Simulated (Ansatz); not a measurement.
An Ansatz (an electronic-structure program) input (Ansatz r2SCAN, no spin-orbit coupling):

Ansatz 0.2 input:
```yaml
crystal:
  lattice:
    - [3.283073547, 0, 0]
    - [-1.6415367735, 2.8432250942, 0]
    - [0, 0, 5.3464003866]
  atoms:
    - { symbol: Ga, position: [0.6666666667, 0.3333333333, 0.0009887294] }
    - { symbol: Ga, position: [0.3333333333, 0.6666666667, 0.5009887294] }
    - { symbol: N, position: [0.6666666667, 0.3333333333, 0.6242112706] }
    - { symbol: N, position: [0.3333333333, 0.6666666667, 0.1242112706] }
basis: { ecutwfc: 500, ecutrho_ratio: 4, xc_grid: 4, fft_grid_basis: typed }
kpoints: { mp_grid: { grid: [12, 12, 7] } }
hamiltonian:
  xc: r2scan
  dispersion: none
  pseudopotentials: { kind: paw }
scf: { occupations: { method: fermi_dirac, width: 0.05 }, convergence: { dr2_threshold: 0.0000000004 } }
relax: { f_tol: 0.005, max_steps: 50 }
output: { forces: true, stress: true }
checkpoint: { write: state.ck, write_every: 1000 }
```

Question: Which symmetry and how many k-points will the program report, and about how many plane waves at Γ?

Answer: Space group P63mc (ITA 186) with 12 operations, k-points 76 of 1008, and 1261 plane waves at Γ.

Question: And the final pressure?

Answer: -14.92 GPa (compression positive).

The cells carry an imposed strain or load. Whether these cells are dynamically stable was not tested. The cell was made from GaN in the wurtzite structure (space group P6_3mc, No. 186) by this change: isotropic strain +3.14 %.
